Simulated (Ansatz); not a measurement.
In a (7,0) SiC nanotube, the lowest empty band has its minimum at Γ and lies 0.017 eV higher 0.0368 Å⁻¹ away along the axis.

The numbers are results of PBE (plane waves to 420 eV, PAW; Ansatz, a program for electronic structure), not measurements. Mesh 1×1×6. No spin polarisation. It repeats along c; a and b span vacuum. A hypothetical model, rolled from the flat sheet. It keeps the symmetry and period of its start, so it need not be a minimum against all distortions.

Estimate the electron mass along the axis.

For a parabola ΔE = ħ²Δk²/2m, and ħ²/2mₑ = 3.810 eV Å². So m/mₑ = 3.810 × 0.0368²/0.017 = 0.30. The curvature over a step a third as long gives 0.30; the band is close to a parabola here.
